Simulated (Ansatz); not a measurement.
# Convergence study of the plane-wave cutoff for Li2CrCl4 (Cm, 7 atoms in the cell)

```yaml
crystal:
  lattice:
    - [3.75480, -5.09244, 0.00000]
    - [3.75480, 5.09244, 0.00000]
    - [-0.36342, 0.00000, 3.79179]
  atoms:
    - { symbol: Li, position: [0.00000, 0.50000, 0.50000] }
    - { symbol: Li, position: [0.50000, 0.00000, 0.50000] }
    - { symbol: Cr, position: [0.00064, 0.00064, 0.01319], spin: 3.0 }
    - { symbol: Cl, position: [0.24177, 0.24177, 0.46426] }
    - { symbol: Cl, position: [0.75823, 0.75823, 0.53574] }
    - { symbol: Cl, position: [0.23677, 0.76323, 0.00000] }
    - { symbol: Cl, position: [0.76323, 0.23677, 0.00000] }
```
(The spins are starting values, not results.)

Computed with PBEsol, default PAW files made with PBE (plane waves; Ansatz, an electronic-structure program).

Base settings: basis.ecutwfc = 420 eV; kpoints.mp_grid.grid = 2 2 5; hamiltonian.xc = pbesol; hamiltonian.pseudopotentials = {kind: paw} (the program's default PAW files); magnetization.spin_polarized = true; scf.occupations.method = fermi_dirac; scf.occupations.width = 0.05 eV.

The second cell is the first with its lattice scaled by 0.98.

The mesh stays at the base's, so the ladder's end is converged at best in this setting alone.

The first pressure column holds Ansatz's estimate of the finite-basis (Pulay) stress, which hides part of the cutoff error; the other is without it.

Only quantities that move along the ladder and can be compared are tabulated.

The count of work is k-points × plane waves × bands × iterations; it is no time. 

The starting cell comes from a database of computed structures (which also holds hypothetical and non-ambient phases and stackings), without a prior relaxation at this level. Its lattice was rescaled by up to half a per cent. One atom was moved a little off its site on purpose. With one magnetic atom in the cell only a parallel order is possible.

```csv
basis.ecutwfc,free energy less the last step's (meV/atom),energy of the compressed cell less the first (meV/atom),pressure (GPa),pressure without the Pulay estimate (GPa),largest difference of a force vector from the last step's (eV/Å),count of work / last
145 eV,7844.78,-96.93,-6.40,-182.23,0.737,0.049
170 eV,3687.94,17.71,-4.54,-102.18,0.755,0.068
190 eV,2034.72,-7.23,-3.57,-64.32,0.475,0.074
210 eV,1106.83,-28.76,-2.57,-40.25,0.153,0.095
230 eV,569.41,-4.90,-2.39,-24.63,0.062,0.11
250 eV,291.15,-1.45,-2.45,-15.45,0.047,0.13
295 eV,54.98,-11.39,-2.56,-5.91,0.006,0.16
335 eV,9.72,-11.46,-2.54,-3.32,0.002,0.19
380 eV,1.28,-11.35,-2.53,-2.63,0.001,0.23
420 eV,0.56,-11.32,-2.53,-2.54,0.001,0.27
460 eV,0.43,-11.33,-2.54,-2.54,0.001,0.31
505 eV,0.28,-11.34,-2.54,-2.54,0.000,0.35
565 eV,0.16,-11.34,-2.54,-2.54,0.000,0.42
630 eV,0.11,-11.34,-2.54,-2.54,0.000,0.49
735 eV,0.06,-11.34,-2.54,-2.54,0.000,0.62
840 eV,0.03,-11.35,-2.54,-2.54,0.000,0.75
1010 eV,0.00,-11.35,-2.54,-2.54,0.000,1.0
```

Coarsest basis.ecutwfc that holds the energy of the compressed cell less the first within 0.2 meV/atom of the last step, with all finer ones: 295 eV, at 0.16 of the last step's count of work; the step before is off by 9.9 meV/atom.

Coarsest basis.ecutwfc that holds the free energy within 1 meV/atom of the last step, with all finer ones: 420 eV, at 0.27 of the last step's count of work; the step before is off by 1.3 meV/atom.

Coarsest basis.ecutwfc that holds the pressure within 0.5 GPa of the last step, with all finer ones: 210 eV, at 0.095 of the last step's count of work; the step before is off by 1.0 GPa.

The energy difference between the two cells stays within 1 meV/atom of the last step's from 295 eV on, the total only from 420 eV on: much of the error is common to both cells and cancels.

At the lowest cutoff the pressure without the Pulay estimate lies 180 GPa under the last step's, the usual sign of Pulay stress in an incomplete plane-wave basis.

Keys are those of Ansatz 0.2.
